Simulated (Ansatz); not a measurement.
Worked example: self-consistent single point of OsRu (P-6m2, 2 atoms in the cell) in Ansatz (a first-principles code).

Level of theory: LDA (PW92), PAW files made with PBE (plane waves; Ansatz).

The change in words: lattice scaled by 0.98. Reference geometry:
```xyz
2
Lattice="2.6913 0.0000 0.0000 -1.3456 2.3307 0.0000 0.0000 0.0000 4.2440" Properties=species:S:1:pos:R:3 pbc="T T T"
Ru     0.0000     1.5538     0.0000
Os     1.3456     0.7769     2.1220
```

Reference input (self-consistent single point, DFT, LDA (PW92), plane waves, PAW files made with PBE): kpoints.mp_grid.grid = 9 9 5; hamiltonian.xc = lda; hamiltonian.pseudopotentials = {kind: paw} (the program's default PAW files); scf.occupations.method = fermi_dirac; scf.occupations.width = 0.0073 Ry. This run's input differs from it in these lines:

```diff
@@ -2,5 +2,5 @@
   lattice:
-    - [2.691286, 0.000000, 0.000000]
-    - [-1.345643, 2.330722, 0.000000]
-    - [0.000000, 0.000000, 4.243986]
+    - [2.637460, 0.000000, 0.000000]
+    - [-1.318730, 2.284108, 0.000000]
+    - [0.000000, 0.000000, 4.159106]
   atoms:
```

Output (repeated stretches shortened):

```
SCF iter   1: F=—  HF=-16879.163544 eV  |F-HF|=—  |Δ(HF+E_count)|=         —  Δρ=1.44e-1  dr2=8.12e0  ethr=3.10e-3  ⟨swp⟩=4.9  Hψ=2947  notcnv=0
all-band conjugate gradients solve this SCF's bands
preconditioner: auto → none
SCF iter   2: F=—  HF=-16878.357884 eV  |F-HF|=—  |Δ(HF+E_count)|=   8.06e-1  Δρ=9.46e-2  dr2=4.19e0  ethr=3.10e-3  ⟨swp⟩=2.7  Hψ=1437  notcnv=0
SCF iter   3: F=—  HF=-16877.790450 eV  |F-HF|=—  |Δ(HF+E_count)|=   5.67e-1  Δρ=1.22e-2  dr2=3.93e-2  ethr=3.10e-3  ⟨swp⟩=2.1  Hψ=1124  notcnv=0
SCF iter   4: F=—  HF=-16877.781636 eV  |F-HF|=—  |Δ(HF+E_count)|=   8.81e-3  Δρ=2.44e-3  dr2=6.36e-4  ethr=1.23e-4  ⟨swp⟩=2.4  Hψ=1430  notcnv=0
SCF iter   5: F=—  HF=-16877.781780 eV  |F-HF|=—  |Δ(HF+E_count)|=   1.44e-4  Δρ=4.36e-4  dr2=4.23e-5  ethr=1.99e-6  ⟨swp⟩=2.0  Hψ=1206  notcnv=0
SCF iter   6: F=—  HF=-16877.781778 eV  |F-HF|=—  |Δ(HF+E_count)|=   1.60e-6  Δρ=7.54e-5  dr2=1.30e-6  ethr=1.32e-7  ⟨swp⟩=2.3  Hψ=1137  notcnv=0
SCF iter   7: F=-16877.781779 eV  HF=-16877.781779 eV  |F-HF|=3.06e-8  |Δ(HF+E_count)|=   2.13e-7  Δρ=1.71e-5  dr2=4.42e-8  ethr=3.13e-10  ⟨swp⟩=5.5  Hψ=3143  notcnv=0
SCF 1 converged in 7 iterations: F = -16877.781779 eV  dr2 = 4.42e-8
Free energy (F): -16877.781779 eV
Internal energy: -16877.745693 eV  (E = F + TS)
E sigma→0 (E₀):  -16877.763736 eV
Entropy (-TS):   -0.036085 eV (-18.043 meV/atom)
Fermi energy:    27.418455 eV
--- Forces (eV/Å), atoms counted from 1 ---
  atom   1  Ru     0.00000000     0.00000000     0.00000000
  atom   2  Os     0.00000000     0.00000000     0.00000000
--- Stress (GPa, compression-positive) ---
       30.764320      -0.000000       0.000000
       -0.000000      30.764320       0.000000
        0.000000       0.000000      34.628691
  P = ⅓ Tr σ = 32.0524 GPa (320.524 kbar)
  The stress holds the Pulay correction. Without it, at fixed plane waves, as pw.x and ABINIT print it: P = 31.8053 GPa
```

The run converged in 7 iterations. Against the reference run the free energy rises by 80.7 meV/atom and the pressure goes from 2.60 to 32.05 GPa.

The starting cell comes from a database of computed structures (which also holds hypothetical and non-ambient phases and stackings), without a prior relaxation at this level. Its lattice was rescaled by a random factor within 2.5 % of one. For this run, on top of that: lattice scaled by 0.98. Spin polarisation is off. With a pressure of about 32 GPa the cell is away from its equilibrium volume at this level. Ansatz's pressure includes its estimate of the finite-basis (Pulay) stress.

Keys are those of Ansatz 0.2.
